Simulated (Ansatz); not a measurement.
Functionals compared on OH on the 1x1 (110) surface of bcc Ta, one in a 2x2 cell, started at the site 'hollow Ta-Ta-Ta', in Ansatz (plane waves, PAW). The structure was relaxed with PBE; the other rows are single points on it, each with its references at the same level. Cutoff 420 eV (500 eV for r2SCAN).

Slab: 18 atoms, 6.8 Å thick at the start under the adsorbate (thin: gaps and levels are the slab's own); k 5x5x1, smearing 0.1 eV, dipole-corrected; 8 atoms held, the rest relaxed; held to the start's symmetry, so lower structures may exist; no spin, no spin-orbit, no U, no dispersion correction. At the end it is bonded to 3 Ta. In PBE it is, or lies within 0.03 eV of, the lowest of the starts that converged. These notes are the PBE run's. Adsorption energies are against H2O(g) − ½ H2(g). A negative adsorption energy means that the adsorbate is more stable on the surface than in its reference.

```json
[
 {"functional": "PBE", "adsorption energy (eV)": "-1.80", "work function of the top face (eV)": "3.32", "change of the work function (eV)": "-1.45", "rough cost of the single point": "–"},
 {"functional": "RPBE", "adsorption energy (eV)": "[?]", "work function of the top face (eV)": "[?]", "change of the work function (eV)": "[?]", "rough cost of the single point": "roughly 90 core-seconds"},
 {"functional": "r2SCAN", "adsorption energy (eV)": "-2.22", "work function of the top face (eV)": "3.37", "change of the work function (eV)": "-1.51", "rough cost of the single point": "roughly 2.9 core-minutes"}
]
```

### Question
Fill in the missing entries.

### Answer

- RPBE, adsorption energy (eV): -1.57
- RPBE, work function of the top face (eV): 3.21
- RPBE, change of the work function (eV): -1.44

Ansatz is a program for electronic structure.
